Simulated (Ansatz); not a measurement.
Effect of isotropic strain −1.50 % on BP

The parent structure is BP in the zinc blende structure (space group F-43m, No. 216; a = 4.491 Å).

It is then changed as follows: every lattice vector is shortened by 1.50 %, atoms relaxed at fixed cell.

Calculations: LDA/PAW in Ansatz (an electronic-structure program), without spin-orbit coupling. Γ-centred 13×13×13 mesh, Fermi–Dirac width 0.05 eV.

```tsv
quantity	base	changed	shift
volume per atom	11.32 Å³	10.82 Å³	-0.50 Å³
space group	F-43m (No. 216)	F-43m (No. 216)	–
energy relative to the base (free energy F)	0 meV/atom	+13 meV/atom	+13 meV/atom
pressure	-0.1 kbar	86.6 kbar	+86.7 kbar
band gap	1.14 eV	1.09 eV	-0.059 eV
smallest direct gap	3.43 eV	3.51 eV	+0.08 eV
electron mass	1.3 mₑ along k, 0.22 mₑ across (off the special points)	1.5 mₑ along k, 0.23 mₑ across (off the special points)	–
hole mass (degenerate bands, along [100])	0.25, 0.25, 0.36 mₑ (at Γ)	0.25, 0.25, 0.39 mₑ (at Γ)	–
```

Final structure:

```
CELL_PARAMETERS angstrom
      0.00000     2.21158     2.21158
      2.21158     0.00000     2.21158
      2.21158     2.21158     0.00000
ATOMIC_POSITIONS crystal
  B  0.00000 0.00000 0.00000
  P  0.25000 0.25000 0.25000
```

Cost of the whole job for the changed cell (relaxation, final SCF and bands): very roughly 5 core-seconds.

Effective masses come from finite differences of ±0.01 Å⁻¹. Along k means along the line from Γ to the band edge. Stability against distortions was not tested.
